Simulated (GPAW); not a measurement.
A self-consistent single point of RbRuF6 (R-3m, 8 atoms in the cell) with GPAW.

Level of theory: PBEsol, GPAW PAW datasets PBEsol (made by gpaw-setup) (plane waves; GPAW).

```
CELL_PARAMETERS angstrom
      3.78830     2.18717     2.48184
     -3.78830     2.18717     2.48184
      0.00000    -4.37435     2.48184
ATOMIC_POSITIONS crystal
  Rb 0.50000 0.50000 0.50000
  Ru 0.00000 0.00000 0.00000
  F  0.25993 0.25993 0.91880
  F  0.74008 0.74008 0.08120
  F  0.91880 0.25993 0.25993
  F  0.08120 0.74008 0.74008
  F  0.25993 0.91880 0.25993
  F  0.74008 0.08120 0.74008
```
Moments meant for the start (each program seeds them in its own way; μB, in the order of the atoms Rb Ru F F F F F F): 0.0 2.0 0.0 0.0 0.0 0.0 0.0 0.0.

Reference input (self-consistent single point, DFT LDA (Perdew-Wang 92), plane waves, GPAW PAW datasets LDA (gpaw-data 1.0.1)): spinpol = true; mode = pw; ecut = 950 eV; xc = LDA; kpts = 3 3 3; mesh shift (steps) = 0 0 0; occupations.name = fermi-dirac; occupations.width = 0.05 eV; nbands = -4; convergence.density = 1e-05 e/electron; convergence.bands = -2; symmetry.symmorphic = false. This run's input differs from it in these lines:

```diff
@@ -22,3 +22,3 @@
             mode=PW(950),
-            xc='LDA',
+            xc='PBEsol',
             kpts=(3, 3, 3),
```

Its files differ too (potentials: GPAW PAW datasets PBEsol (made by gpaw-setup)).

Output (repeated stretches shortened):

```
     iter     time        total  log10-change:  magmom
                         energy   eigst   dens
iter:   1 --:--:--   -43.124746   +0.08           +1.9940
iter:   2 --:--:--   -42.486448   -0.96  -1.27    +2.6966
iter:   3 --:--:--   -40.476309   -0.45  -1.33    +3.0119
iter:   4 --:--:--   -40.466902   -1.78  -1.63    +2.9387
iter:   5 --:--:--   -40.989339   -1.34  -1.66    +2.9398
iter:   6 --:--:--   -40.545589   -1.00  -1.83    +2.9818
iter:   7 --:--:--   -40.472211   -2.77  -2.01    +2.9877
iter:   8 --:--:--   -40.436791   -1.86  -2.18    +2.9989
iter:   9 --:--:--   -40.435609   -2.84  -2.73    +3.0026
   [... lines left out ...]
iter:  19 --:--:--   -40.435886c  -6.41  -4.24    +3.0000
iter:  20 --:--:--   -40.435886c  -6.70  -4.28    +3.0000
iter:  21 --:--:--   -40.435885c  -7.50c -4.35    +3.0000
iter:  22 --:--:--   -40.435886c  -6.08  -4.37    +3.0000
iter:  23 --:--:--   -40.435885c  -6.59  -4.49    +3.0000
iter:  24 --:--:--   -40.435885c  -7.51c -4.72    +3.0000
iter:  25 --:--:--   -40.435885c  -7.53c -4.70    +3.0000
iter:  26 --:--:--   -40.435885c  -7.27  -4.77    +3.0000
iter:  27 --:--:--   -40.435885c  -7.84c -4.86    +3.0000
iter:  28 --:--:--   -40.435885c  -8.91c -4.96    +3.0000
iter:  29 --:--:--   -40.435885c  -9.16c -5.01c   +3.0000
Converged after 29 iterations.

Dipole moment: (0.000000, -0.000000, 0.000000) |e|*Ang

Total magnetic moment: (0.000000, 0.000000, 2.999992)
Local magnetic moments:
   0 Rb ( 0.000000,  0.000000,  0.002583)
   1 Ru ( 0.000000,  0.000000,  2.079573)
   2 F  ( 0.000000,  0.000000,  0.111119)
   3 F  ( 0.000000,  0.000000,  0.111119)
   4 F  ( 0.000000,  0.000000,  0.111119)
   5 F  ( 0.000000,  0.000000,  0.111119)
   6 F  ( 0.000000,  0.000000,  0.111119)
   7 F  ( 0.000000,  0.000000,  0.111119)

Energy contributions relative to reference atoms: (reference = -220471.049335)

Kinetic:        +42.154129
Potential:      -45.898048
External:        +0.000000
XC:             -36.035190
Entropy (-ST):   -0.000006
Local:           -0.656773
SIC:             +0.000000
--------------------------
Free energy:    -40.435888
   [... lines left out ...]
Fermi level: 1.21834
Gap: 1.208 eV
Direct gap: 1.209 eV
   [... lines left out ...]
  2 F    -0.00000    0.28438    0.21036
  3 F    -0.00000   -0.28438   -0.21036
  4 F    -0.24628   -0.14219    0.21036
  5 F     0.24628    0.14219   -0.21036
  6 F     0.24628   -0.14219    0.21036
  7 F    -0.24628    0.14219   -0.21036

Stress tensor:
    -0.010923    -0.000000    -0.000000
    -0.000000    -0.010923    -0.000000
    -0.000000    -0.000000    -0.010402
Stress (GPa, Voigt): [-1.75   -1.75   -1.6665 -0.     -0.     -0.    ]
```

The run converged in 29 iterations. GPAW prints stress with tension positive. Against the reference run the largest force goes from 0.120 to 0.354 eV/Å, the gap on the mesh goes from 1.006 to 1.208 eV and the size of the net moment stays at 0.37 μB/atom.

At such cutoffs GPAW's stress carries a finite-basis (Pulay) error, which enters relaxed cells too; its log prints stress with tension positive.

The starting cell comes from a database of computed structures (which also holds hypothetical and non-ambient phases and stackings), without a prior relaxation at this level. Its lattice was rescaled by a random factor within 2.5 % of one. With one magnetic atom in the cell only a parallel order is possible.

Cost on one core of a shared machine: roughly 2 min.
